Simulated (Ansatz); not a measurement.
# Hypothetical simple cubic Pt, pressure series

The reference is Pt in the simple cubic structure (space group Pm-3m, No. 221; a hypothetical phase, not in the database extracts checked).

```xyz
1
Lattice="2.6241 0.0000 0.0000 0.0000 2.6241 0.0000 0.0000 0.0000 2.6241" Properties=species:S:1:pos:R:3 pbc="T T T"
Pt     0.0000     0.0000     0.0000
```

Cell and atoms are relaxed at each pressure.

Levels (all Ansatz, a quantum-chemistry and plane-wave program, PAW): PBE (420 eV, no spin-orbit coupling); PBEsol (420 eV, scalar-relativistic without spin-orbit coupling).

The base cell above is that of PBE; each level relaxes its own structures.

```tsv
case	lattice parameter a, PBE	lattice parameter a, PBEsol
pressure −2 GPa	2.634 Å	2.595 Å
pressure −1 GPa	2.629 Å	2.591 Å
pressure 0.3 GPa	2.623 Å	2.586 Å
pressure 0.7 GPa	2.621 Å	2.584 Å
pressure 1.5 GPa	2.617 Å	2.581 Å
pressure 3 GPa	2.611 Å	[?]
pressure 5 GPa	2.602 Å	[?]
pressure 7.5 GPa	2.592 Å	[?]
pressure 10 GPa	2.583 Å	[?]
```

Question: Complete the table.

Answer: 
- pressure 3 GPa, lattice parameter a, PBEsol: 2.576 Å
- pressure 5 GPa, lattice parameter a, PBEsol: 2.568 Å
- pressure 7.5 GPa, lattice parameter a, PBEsol: 2.560 Å
- pressure 10 GPa, lattice parameter a, PBEsol: 2.552 Å

PBE lies above PBEsol in every row, by 0.031 Å to 0.038 Å. They put the cases in the same order.

Load acts through the strain it causes; cell and atoms are relaxed under it. No phonon test of stability was made. Competing high-pressure phases were not computed. The final runs are not spin-polarised.
